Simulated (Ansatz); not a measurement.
We consider NaSrH3 (model structure, started from the KMgH3 type, Pm-3m, No. 221, 5 atoms in the cell), described by LDA (Ansatz, an electronic-structure program, plane waves, PAW).

Settings: plane-wave cutoff 520 eV, 8×8×8 k mesh, Fermi–Dirac smearing 0.01 eV, scalar-relativistic PAW data made under PBE.

Cell (relaxed with PBEsol):

NaSrH₃ is modelled in the cubic space group Pm-3m (No. 221), the cubic perovskite structure, Pearson symbol cP5. Lattice parameters: a = b = c = 4.6408 Å, α = β = γ = 90.00°. Na on 1a sees no neighbour by this rule. Sr on 1b is coordinated by 6 H at 2.320 Å (octahedral). H on 3c sees 2 Sr at 2.320 Å (linear). (Neighbours: up to the widest gap in distance over summed covalent radii, below 1.35, at either atom; cation-cation and far metal-metal contacts left out.)

Q: Predict the band gap, smallest direct gap on the k points sampled and direct gap at Γ.

A: 
- band gap: 1.66 eV
- smallest direct gap on the k points sampled: 2.01 eV
- direct gap at Γ: 6.32 eV

Note: the relaxation could raise the start's symmetry but not lower it, so the cell can be a saddle point; cell and atoms aren't relaxed at this level (pressure -0.8 GPa).

Spin–orbit coupling is not included.

Computed values are for the static lattice.

Cost on a shared machine: about 11 core-seconds (a rough figure).

A model structure was made by putting elements into a prototype or built by hand; it is no filed structure, need not be a known phase, and can be a saddle point held by its symmetry.
